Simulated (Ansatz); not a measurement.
Consider FeO in the rock salt structure (space group Fm-3m, No. 225; a = 4.2659 Å; ferromagnetic; relaxed with 0.1 eV smearing). Axes: x, y, z lie along the cube axes.

All numbers come from plane-wave PAW DFT at the r2SCAN level (Ansatz, a quantum-chemistry and plane-wave program, 500 eV), without spin-orbit coupling.

Base values:

The band gap comes out as zero and the magnetic state is ferromagnetic.

Perturbation: uniaxial strain ε_yy = +2.04 %, all other strain components held at zero, atoms relaxed at fixed cell.

Estimate the effect on the stress.

The stress (xx, yy, zz, yz, xz, xy; compression positive) amounts to (-3.0, -5.6, -3.0, 0.0, 0.0, 0.0) GPa.

How does this affect the energy relative to the base?

The energy goes up by 3.6 meV/atom.

Estimate the effect on the band gap.

The band gap is still zero.

How does this affect the magnetic state?

The magnetic state remains ferromagnetic.

Whether these cells are dynamically stable was not tested. No Hubbard U is applied and the magnetic state is the run's own (FeO ferromagnetic); other magnetic orders, which need larger cells, were not tried and can change the gap. In its common phase, real FeO is an antiferromagnetic insulator at low temperature.
